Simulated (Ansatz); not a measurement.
We look at the formation energy of H_i in Ti (hcp, P6₃/mmc). Reaction: 36 Ti (hcp) + Si4H10 (gas) → cell A + Si4H9 (gas).

Cell A: a supercell of 36 sites of Ti (hcp, P6₃/mmc) with H off the lattice sites (6 Ti at 2.09 Å); spin state with PBE: run without spin, k-point mesh 5×5×4.
```yaml
crystal:
  lattice:
    - [8.81956, 0.00000, 0.00000]
    - [-4.40978, 7.63796, 0.00000]
    - [0.00000, 0.00000, 9.30755]
  atoms:
    - { symbol: Ti, position: [0.10599, 0.21966, 0.12482] }
    - { symbol: Ti, position: [0.21966, 0.10599, 0.37518] }
    - { symbol: Ti, position: [0.11150, 0.22242, 0.62484] }
    - { symbol: Ti, position: [0.22242, 0.11150, 0.87516] }
    - { symbol: Ti, position: [0.11052, 0.55615, 0.12447] }
    - { symbol: Ti, position: [0.21966, 0.44701, 0.37518] }
    - { symbol: Ti, position: [0.11100, 0.55566, 0.62617] }
    - { symbol: Ti, position: [0.22242, 0.44425, 0.87516] }
    - { symbol: Ti, position: [0.11052, 0.88770, 0.12447] }
    - { symbol: Ti, position: [0.22134, 0.77734, 0.37596] }
    - { symbol: Ti, position: [0.11100, 0.88867, 0.62617] }
    - { symbol: Ti, position: [0.22263, 0.77798, 0.87558] }
    - { symbol: Ti, position: [0.44701, 0.21966, 0.12482] }
    - { symbol: Ti, position: [0.55615, 0.11052, 0.37553] }
    - { symbol: Ti, position: [0.44425, 0.22242, 0.62484] }
    - { symbol: Ti, position: [0.55566, 0.11100, 0.87383] }
    - { symbol: Ti, position: [0.44701, 0.56068, 0.12482] }
    - { symbol: Ti, position: [0.56068, 0.44701, 0.37518] }
    - { symbol: Ti, position: [0.44425, 0.55516, 0.62484] }
    - { symbol: Ti, position: [0.55516, 0.44425, 0.87516] }
    - { symbol: Ti, position: [0.44532, 0.88933, 0.12404] }
    - { symbol: Ti, position: [0.55615, 0.77897, 0.37553] }
    - { symbol: Ti, position: [0.44404, 0.88869, 0.62442] }
    - { symbol: Ti, position: [0.55566, 0.77799, 0.87383] }
    - { symbol: Ti, position: [0.77734, 0.22134, 0.12404] }
    - { symbol: Ti, position: [0.88770, 0.11052, 0.37553] }
    - { symbol: Ti, position: [0.77798, 0.22263, 0.62442] }
    - { symbol: Ti, position: [0.88867, 0.11100, 0.87383] }
    - { symbol: Ti, position: [0.77897, 0.55615, 0.12447] }
    - { symbol: Ti, position: [0.88933, 0.44532, 0.37596] }
    - { symbol: Ti, position: [0.77799, 0.55566, 0.62617] }
    - { symbol: Ti, position: [0.88869, 0.44404, 0.87558] }
    - { symbol: Ti, position: [0.77734, 0.88933, 0.12404] }
    - { symbol: Ti, position: [0.88933, 0.77734, 0.37596] }
    - { symbol: Ti, position: [0.77798, 0.88869, 0.62442] }
    - { symbol: Ti, position: [0.88869, 0.77798, 0.87558] }
    - { symbol: H, position: [0.33333, 0.33333, 0.25000] }
```

Reference: Ti (hcp, P6₃/mmc), 36 atoms in the cell, a perfect crystal on lattice vectors that match the other cells'; spin state with PBE: run without spin, k-point mesh 5×5×4 on the run's own vectors.

Reference: an isolated Si4H9 molecule (doublet) in a box of 17 × 17 × 16 Å.
```xyz
13

Si    -0.6663     2.1050    -0.6267
Si     0.0984    -0.0922    -0.4333
Si     2.1928    -0.3922     0.5530
Si    -1.5094    -1.7288    -0.0019
H      0.4155     2.9635    -1.1975
H     -1.0735     2.6847     0.6932
H     -1.8506     2.1451    -1.5372
H      3.1749     0.5533    -0.0589
H      2.6587    -1.7934     0.3236
H      2.1672    -0.1458     2.0304
H     -0.9143    -3.0834    -0.2120
H     -2.6643    -1.5549    -0.9342
H     -2.0292    -1.6608     1.4014
```

Reference: an isolated Si4H10 molecule (singlet) in a box of 17 × 16 × 16 Å.
```xyz
14

Si    -0.0098     2.1051    -0.7634
Si     0.0566     0.1806     0.5831
Si     1.9189    -1.1526     0.0588
Si    -1.9387    -1.0467     0.4005
H      1.2459     2.9014    -0.6004
H     -0.1478     1.7300    -2.2049
H     -1.1721     2.9679    -0.3863
H      0.1953     0.6233     2.0117
H      3.1845    -0.3729     0.2259
H      1.8399    -1.6273    -1.3577
H      1.9756    -2.3485     0.9555
H     -1.9019    -2.2421     1.2990
H     -3.1108    -0.2000     0.7836
H     -2.1357    -1.5181    -1.0055
```

All numbers come from Ansatz (a program for electronic structure), plane waves with PAW, its default PAW set, cutoff 500 eV. The structures are at rest with PBE, within the held lattices; other levels are single points on them. Neutral cells; Fermi-Dirac smearing of at most 0.10 eV in the solids, energies taken to zero width. The lattices are those relaxed with PBE, so at other levels the solids can be strained. Larger cells are relaxed from a start prepared with the learned potential CHGNet, on a coarser mesh till forces fall under 0.03 eV/Å, which some starts already meet. A dispersion term (D3(BJ), or D4 for r2SCAN) was computed beside these levels and is taken off wherever the name lacks it. Nuclei at rest; no vibrational terms. Cells are local rest points, mostly with their start's symmetry. Values are for these cell sizes. Mesh and cell size may move defect energies by 0.1 eV or more. Cell A has symmetry P-3m1 and got no random move, so less symmetric positions, which may lie lower, weren't tried.

Give the value at the level r2SCAN.

0.74 eV, for 36 Ti (hcp) + Si4H10 (gas) → cell A + Si4H9 (gas).
